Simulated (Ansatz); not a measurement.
The structure below was relaxed with DFT with r2SCAN, PAW potentials and a 500 eV plane-wave cutoff in Ansatz (a first-principles code), no SOC, earlier PAW set, at pressure 4.2 GPa.

```
GaAs
1.0
    0.00000     2.78458     2.78458
    2.78458     0.00000     2.78458
    2.78458     2.78458     0.00000
As Ga
1 1
Direct
  0.75000   0.75000   0.75000
  0.00000   0.00000   0.00000
```

Question: Find the space group and the Wyckoff positions.

Answer: Space group F-43m (No. 216); a = b = c = 5.5692 Å, α = β = γ = 90.00°

```tsv
atom	site	symmetry	x	y	z
As	4c	-43m	0.2500	0.2500	0.2500
Ga	4a	-43m	0.0000	0.0000	0.0000
```

Question: Describe the coordination.

Answer: The crystal has 8 atoms in its conventional cell. Lattice parameters: a = 5.5692 Å, b = 5.5692 Å, c = 5.5692 Å, α = 90.00°, β = 90.00°, γ = 90.00°. As is coordinated by 4 Ga at 2.412 Å (tetrahedral). Ga has 4 As at 2.412 Å (tetrahedral). (Neighbours: up to the widest gap in distance over summed covalent radii, below 1.35, at either atom; cation-cation and far metal-metal contacts left out.)

Load acts through the strain it causes; cell and atoms are relaxed under it. Whether these cells are dynamically stable was not tested. Tetrahedral semiconductors of this kind turn to denser phases somewhere between about 1 and 50 GPa; those were not computed, so compressed cells here can lie past the real transition. The cell was made from GaAs in the zinc blende structure (space group F-43m, No. 216) by this change: pressure 4.2 GPa.
